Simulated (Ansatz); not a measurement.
## Lattice constant a of cubic perovskite BaZrO3: levels of theory against measurement

Reference value: 4.191 Å (measured, temperature not stated, not corrected to a static lattice; as tabulated in Evaestov et al. (2010), arXiv:1010.1170).

```csv
level (code),value (Å)
LDA (Ansatz),4.147
PBE (Ansatz),…
rVV10 (Ansatz),4.239
r²SCAN-D4 (Ansatz),4.198
HSE06 (Ansatz),4.192
```

Q: What belongs in the gaps?

A: 
- PBE (Ansatz, a program for electronic structure), value (Å): 4.227

Differences against the reference: LDA -1.05 %, PBE +0.86 %, rVV10 +1.15 %, r²SCAN-D4 +0.17 %, HSE06 +0.02 %.

The reference's temperature isn't stated, so close values are not ranked against it.

The measured value isn't corrected to a static lattice, so vibrations enter the comparison. A static lattice is as a rule a little smaller than the measured one.  Cutoffs and k meshes differ between the levels. Ansatz's density-functional and Hartree–Fock values are scalar-relativistic unless marked +SOC, with PAW data made under PBE.

Differences are worked out from the printed values.
